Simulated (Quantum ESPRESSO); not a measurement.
The steps of a band-structure calculation for In₃NO₃ (Ima2, 14 atoms in the cell) with Quantum ESPRESSO.

Computed with LDA (PZ), GBRV 1.5 ultrasoft (LDA) pseudopotentials (plane waves; Quantum ESPRESSO).

Step 1 (scf):

```fortran
&CONTROL
 calculation = 'scf',
 outdir = './out',
 pseudo_dir = './',
 tprnfor = .true.,
 tstress = .true.,
/
&SYSTEM
 ibrav = 11,
 A = 6.5632900000,
 B = 9.2562000000,
 C = 6.5970300000,
 nat = 14,
 ntyp = 3,
 ecutwfc = 40,
 ecutrho = 200,
 occupations = 'smearing',
 smearing = 'marzari-vanderbilt',
 degauss = 0.0073499,
/
&ELECTRONS
 conv_thr = 1.0d-10,
 mixing_beta = 0.4,
/
ATOMIC_SPECIES
In   114.8180  in_lda_v1.4.uspp.F.UPF
N     14.0070  n_lda_v1.2.uspp.F.UPF
O     15.9990  o_lda_v1.2.uspp.F.UPF
ATOMIC_POSITIONS {angstrom}
In    0.0000000000    0.0000000000    6.5397018093
In    0.0000000000   -4.6281000000    3.2411868093
In   -1.6408225000   -5.7022820100    0.0794282412
In   -1.6408225000    1.0741820100    3.3779432412
In   -1.6408225000   -2.2874847060    4.9402518858
In   -1.6408225000   -2.3406152940    1.6417368858
N    -1.6408225000   -4.4991611340    1.8052772595
N     1.6408225000   -4.7570388660    1.8052772595
O    -4.9224675000    0.1085752260    1.5440348715
O    -1.6408225000   -0.1085752260    1.5440348715
O    -0.0798752393   -2.3543144700    3.3043863567
O    -3.2017697607   -2.2737855300    0.0058713567
O    -3.2017697607   -2.3543144700    3.3043863567
O    -0.0798752393   -2.2737855300    0.0058713567
K_POINTS {automatic}
4 4 4  0 0 0
```

Step 2 (bands):

```fortran
&CONTROL
 calculation = 'bands',
 outdir = './out',
 pseudo_dir = './',
 verbosity = 'high',
/
&SYSTEM
 ibrav = 11,
 A = 6.5632900000,
 B = 9.2562000000,
 C = 6.5970300000,
 nat = 14,
 ntyp = 3,
 ecutwfc = 40,
 ecutrho = 200,
 occupations = 'smearing',
 smearing = 'marzari-vanderbilt',
 degauss = 0.0073499,
 nbnd = 75,
/
&ELECTRONS
 conv_thr = 1.0d-10,
 startingwfc = 'random',
 diago_thr_init = 1.0d-6,
 diagonalization = 'cg',
/
ATOMIC_SPECIES
In   114.8180  in_lda_v1.4.uspp.F.UPF
N     14.0070  n_lda_v1.2.uspp.F.UPF
O     15.9990  o_lda_v1.2.uspp.F.UPF
ATOMIC_POSITIONS {angstrom}
In    0.0000000000    0.0000000000    6.5397018093
In    0.0000000000   -4.6281000000    3.2411868093
In   -1.6408225000   -5.7022820100    0.0794282412
In   -1.6408225000    1.0741820100    3.3779432412
In   -1.6408225000   -2.2874847060    4.9402518858
In   -1.6408225000   -2.3406152940    1.6417368858
N    -1.6408225000   -4.4991611340    1.8052772595
N     1.6408225000   -4.7570388660    1.8052772595
O    -4.9224675000    0.1085752260    1.5440348715
O    -1.6408225000   -0.1085752260    1.5440348715
O    -0.0798752393   -2.3543144700    3.3043863567
O    -3.2017697607   -2.2737855300    0.0058713567
O    -3.2017697607   -2.3543144700    3.3043863567
O    -0.0798752393   -2.2737855300    0.0058713567
K_POINTS {crystal_b}
16
  0.00000000   0.00000000   0.00000000   7  ! G
  0.37569492  -0.37569492  -0.37569492   2  ! X
  0.49870435  -0.25268549  -0.25268549   3  ! L
  0.50000000   0.00000000   0.00000000   3  ! T
  0.25000000  -0.25000000   0.25000000   5  ! W
  0.00000000  -0.50000000   0.00000000   4  ! R
 -0.37569492  -0.62430508   0.37569492   2  ! X1
 -0.50000000  -0.50000000   0.50000000   7  ! Z
  0.00000000   0.00000000   0.00000000   7  ! G
  0.37699057   0.37699057   0.37699057   4  ! Y
  0.00000000   0.00000000   0.50000000   5  ! S
  0.25000000  -0.25000000   0.25000000   1  ! W
  0.50129565   0.25268549   0.25268549   2  ! L1
  0.37699057   0.37699057   0.37699057   1  ! Y
 -0.37699057  -0.37699057   0.62300943   2  ! Y1
 -0.50000000  -0.50000000   0.50000000   1  ! Z
```

Step 3 (bands.x):

```fortran
&BANDS
 outdir = './out',
 filband = 'bands.dat',
 lsym = .false.,
/
```

Output of bands (abridged):

```
     Atomic positions and unit cell read from directory:
     ./out/pwscf.save/
     G-vector sticks info
     --------------------
     sticks:   dense  smooth     PW     G-vecs:    dense   smooth      PW
     Sum        2107    1675    475                64565    46063    6887

     bravais-lattice index     =           11
     lattice parameter (alat)  =      12.4028  a.u.
     unit-cell volume          =    1352.2886 (a.u.)^3
   [... lines left out ...]
    -4.3125  -4.3081  -4.2657  -4.2531  -4.1757  -4.1727  -4.0886  -4.0790
    -4.0759  -4.0196  -3.9466  -3.3938  -2.3593  -1.7139   1.8465   2.2428
     2.8823   2.8962   2.9173   4.1708   4.1758   5.2256   5.4061   5.5010
     5.9883   6.0968   6.1563   6.7735   6.8191   6.8368   6.8423   7.2607
     7.5624   7.6170   7.7405   8.1010   8.2007   8.3103   8.9212  10.7822
    11.8864  12.0883  12.2134  13.0647  13.5063  13.8002  14.1638  15.6024
    15.6518  15.7368  17.0606

          k = 0.1073 0.0000 0.0000 (  5813 PWs)   bands (ev):

    -9.2328  -8.8418  -8.7865  -8.7715  -8.5437  -8.5338  -5.7675  -5.7416
    -4.8410  -4.8401  -4.8162  -4.7471  -4.6893  -4.6891  -4.6889  -4.6825
    -4.6082  -4.5955  -4.4710  -4.4706  -4.4356  -4.4196  -4.4157  -4.4014
    -4.3350  -4.2885  -4.2879  -4.2398  -4.1846  -4.1570  -4.0846  -4.0775
    -4.0541  -4.0017  -3.9554  -3.4174  -2.3512  -1.7567   1.8839   2.2895
     2.9075   2.9120   2.9675   4.1975   4.2056   5.1688   5.3917   5.5138
     5.9485   6.0999   6.1551   6.6383   6.6669   6.8136   6.8351   7.2411
     7.5614   7.5895   7.7344   8.1360   8.2750   8.3000   8.9069  10.8783
    11.9596  12.1529  12.2715  13.0511  13.5261  13.8753  14.2525  15.6236
    15.6364  15.7251  17.0312

   [... 54 blocks of this kind left out ...]
```

Output of bands.x (abridged):

```
     Reading xml data from directory:

     ./out/pwscf.save/

     G-vector sticks info
     --------------------
     sticks:   dense  smooth     PW     G-vecs:    dense   smooth      PW
     Sum        2107    1675    475                64565    46063    6887

     Reading collected, re-writing distributed wavefunctions
     high-symmetry point:  0.0000 0.0000 0.0000   x coordinate   0.0000
     high-symmetry point:  0.7514 0.0000 0.0000   x coordinate   0.7514
     high-symmetry point:  0.7514 0.0000 0.2448   x coordinate   0.9962
     high-symmetry point:  0.5000 0.0000 0.4974   x coordinate   1.3526
     high-symmetry point:  0.5000-0.3545 0.4974   x coordinate   1.7071
     high-symmetry point:  0.5000-0.3545 0.0000   x coordinate   2.2046
   [... 5 lines left out ...]
     high-symmetry point:  0.5000-0.3545 0.4974   x coordinate   5.2823
     high-symmetry point:  0.2486-0.0000 0.7501   x coordinate   5.2823
     high-symmetry point:  0.0000 0.0000 0.7501   x coordinate   5.5310
     high-symmetry point:  0.0000-0.7091 0.2448   x coordinate   5.5310
     high-symmetry point:  0.0000-0.7091 0.0000   x coordinate   5.7757

     Plottable bands (eV) written to file bands.dat.gnu
     Bands written to file bands.dat

   JOB DONE.
```

The starting cell comes from a database of computed structures (which also holds hypothetical and non-ambient phases and stackings), without a prior relaxation at this level. The run gives no clean gap (levels at the Fermi energy touch, overlap or are partly filled at this smearing), which alone does not show that the compound is a metal.
